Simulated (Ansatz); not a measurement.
hcp Zr (1 0 0) on wurtzite AlN (1 0 0) (film strained to the substrate, started from cuts of the bulks and a machine-learned relaxation; slabs Al10N10 and Zr8, which can lie off the formulas)

A periodic stack without vacuum, hcp Zr (1 0 0) on wurtzite AlN (1 0 0) (film strained to the substrate, started from cuts of the bulks and a machine-learned relaxation; slabs Al10N10 and Zr8, which can lie off the formulas): substrate slab Al10N10, film Zr8, surface cells [[0, 1], [-1, 0]] and [[0, 1], [-1, 0]], film strained by -3.2 and -2.9 %, outermost planes AlN/AlN and Zr/Zr as cut, which need not be the usual terminations and can put a slab off its formula.

The start was prepared with a machine-learned potential, and the result is one local minimum, with the in-plane cell held and forces under 0.04 eV/Å; the film can end far from its bulk form.

Level of theory: PBE (plane waves to 420 eV, PAW; Ansatz, a program for electronic structure). Spin–orbit coupling is left out; the runs are not spin-polarised; PBE gaps are too small against experiment. Its k-point mesh 6×10×1, Fermi–Dirac width 0.05 eV.

```
Property                                                                                   Result
--------------------------------------------------------------------------------  ---------------
interface area                                                                            15.7 Å²
period                                                                                    25.55 Å
heights between the nearest atoms of the two slabs at the two interfaces          1.06 and 1.06 Å
Al–Zr contacts across the interfaces within 1.22 times the sum of covalent radii  16, mean 3.21 Å
N–Zr contacts across the interfaces within 1.22 times the sum of covalent radii    4, mean 2.08 Å
hole barrier (PBE)                                                                        2.20 eV
electron barrier (PBE)                                                                    1.83 eV
```

```
CELL_PARAMETERS angstrom
      5.01816     0.00011    -0.00443
      0.00000     3.13005     0.04428
     -0.02310    -0.38674    25.54945
ATOMIC_POSITIONS crystal
  Al 0.56756 0.45561 0.02636
  Al 0.08731 0.45534 0.10436
  N  0.95658 0.45525 0.03621
  N  0.46635 0.45519 0.09991
  Al 0.58806 0.95543 0.13573
  Al 0.08828 0.95592 0.20918
  N  0.96824 0.95560 0.13901
  N  0.46983 0.95576 0.20704
  Al 0.58861 0.45601 0.24271
  Al 0.08933 0.45642 0.31514
  N  0.97017 0.45621 0.24445
  N  0.47086 0.45624 0.31345
  Al 0.58970 0.95652 0.34868
  Al 0.09089 0.95694 0.42213
  N  0.97131 0.95673 0.35087
  N  0.47103 0.95667 0.41889
  Al 0.59089 0.45698 0.45352
  Al 0.07395 0.45767 0.53154
  N  0.96988 0.45722 0.45801
  N  0.46057 0.45820 0.52161
  Zr 0.53807 0.95856 0.57311
  Zr 0.03528 0.95738 0.63618
  Zr 0.52279 0.45842 0.69095
  Zr 0.03199 0.95905 0.75619
  Zr 0.52796 0.45790 0.80658
  Zr 0.02523 0.45836 0.87115
  Zr 0.52317 0.95732 0.92034
  Zr 0.02612 0.95494 0.98482
```
